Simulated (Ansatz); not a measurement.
Base system: Au in the fcc (Cu type) structure (space group Fm-3m, No. 225; a = 4.0829 Å; relaxed with 0.1 eV smearing). Axes: x, y, z lie along the cube axes.

Structures relaxed with PBEsol, PAW, 420 eV (Ansatz, a quantum-chemistry and plane-wave program; no spin-orbit coupling), earlier PAW set.

Base:

Simulated powder pattern, Cu Kα1, λ = 1.54056 Å (kinematic, ideal powder, no thermal factors, no anomalous dispersion; the 8 strongest lines at most, above 2 %, up to 2θ = 90°):

```tsv
2θ (°)	I/Imax (%)	hkl
38.15	100	(111)
44.34	49	(200)
64.50	33	(220)
77.47	40	(311)
81.62	12	(222)
```

After one change:

Simulated powder pattern, Cu Kα1, λ = 1.54056 Å (kinematic, ideal powder, no thermal factors, no anomalous dispersion; the 8 strongest lines at most, above 2 %, up to 2θ = 90°):

```json
[
 {"2θ (°)": "37.71", "I/Imax (%)": "100"},
 {"2θ (°)": "38.20", "I/Imax (%)": "97"},
 {"2θ (°)": "38.34", "I/Imax (%)": "96"},
 {"2θ (°)": "38.39", "I/Imax (%)": "95"},
 {"2θ (°)": "44.14", "I/Imax (%)": "65"},
 {"2θ (°)": "44.40", "I/Imax (%)": "64"},
 {"2θ (°)": "44.52", "I/Imax (%)": "63"},
 {"2θ (°)": "65.06", "I/Imax (%)": "42"}
]
```

**Question.** Which of these changes matches the shifts?
A. biaxial strain −3.86 %, plane normal [110], relaxed out of plane
B. biaxial strain −2.58 %, plane normal [001], relaxed out of plane
C. strain tensor (xx, yy, zz, yz, xz, xy) = (−0.12, −0.38, +0.43, −0.78, +0.43, −0.52) %
D. biaxial strain +1.97 %, plane normal [111], relaxed out of plane

**Answer.** C, strain tensor (xx, yy, zz, yz, xz, xy) = (−0.12, −0.38, +0.43, −0.78, +0.43, −0.52) %. Its volume per atom is 17.00 Å³ against 17.02 Å³, and its space group is P-1 (No. 2).

Stability against distortions was not tested.
